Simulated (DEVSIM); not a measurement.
Device: In0.53Ga0.47As p-n junction from an implanted or diffused profile, at 300 K.

```csv
layer (left to right),material,thickness (μm),Nd (cm⁻³),τn (s),τp (s)
1,In0.53Ga0.47As,41.0,5.7e15,5.5e-9,5.5e-9
```

Added acceptor profile: 2.3e17 cm⁻³ × exp(−(x − 0.035 μm)²/(2·(0.12 μm)²)). Left contact: ohmic. Right contact: ohmic. Voltage is applied to the left contact. Recombination: SRH at mid-gap, radiative. Mobility is μmin + (μ − μmin)/(1 + (N/Nref)^α).

The device is made up for the run: typed textbook-type constants, with dimensions and the other settings drawn at random. Values at 300 K.

| parameter | In0.53Ga0.47As |
|---|---|
| gap (eV) | 0.74 |
| affinity (eV) | 4.51 |
| permittivity | 13.9 |
| Nc (cm⁻³) | 2.1e17 |
| Nv (cm⁻³) | 7.7e18 |
| μn (cm²/Vs) | 12000 |
| μp (cm²/Vs) | 300 |
| μn,min | 300 |
| μp,min | 10 |
| Nref,n | 1.3e17 |
| Nref,p | 4.9e17 |
| αn | 0.48 |
| αp | 0.4 |
| B (cm³/s) | 9.6e-11 |

Model (solved in DEVSIM): 1D drift-diffusion, Boltzmann statistics, complete ionisation; no tunnelling, impact ionisation, image-force lowering or self-heating.

The thickness of layer 1 was swept, all else fixed.

| thickness of layer 1 (μm) | dark forward voltage at 100 A/cm² (V) |
|---|---|
| 8.2 | 0.448 |
| 14 | 0.455 |
| 25 | 0.469 |
| 41 | 0.487 |
| 70 | 0.519 |
| 120 | 0.574 |
| 200 | 0.662 |

From the first row to the last the dark forward voltage at 100 A/cm² goes from 0.448 to 0.662.
